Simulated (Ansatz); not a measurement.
The parent structure is SnS in the GeS type structure (space group Pnma, No. 62; a = 10.9116 Å, b = 3.9534 Å, c = 4.1121 Å).

Computed with PBEsol-D3(BJ) in Ansatz (plane waves to 420 eV, PAW, no spin-orbit coupling).

One change was made to it. Results:

| quantity | base | after |
|---|---|---|
| band gap | 0.30 eV | 0.18 eV |
| density | 5.65 g/cm³ | 5.75 g/cm³ |

Problem. Name the change that was made.
A. pressure 4.5 GPa
B. pressure 15 GPa
C. pressure 30 GPa
D. pressure 0.9 GPa
E. pressure 22.5 GPa

Solution. D, pressure 0.9 GPa. For comparison, the band gap in the other runs: pressure 15 GPa gives zero; pressure 4.5 GPa gives zero; pressure 30 GPa gives zero; pressure 22.5 GPa gives zero.

A case with no gap was solved on a k-mesh chosen for an insulator, which is coarse for it. Load acts through the strain it causes; cell and atoms are relaxed under it. Stability against distortions was not tested. No other phases were tried under pressure. All final runs are without spin polarisation. Along this pressure series the structure jumps between pressure 4.5 GPa and pressure 9 GPa; cells beyond that are another form of it. A zero or small gap of SnS under pressure 0.9 GPa, SnS under pressure 15 GPa, SnS under pressure 4.5 GPa and SnS under pressure 30 GPa can be the functional's error rather than a property of the material.

Ansatz is an electronic-structure program.
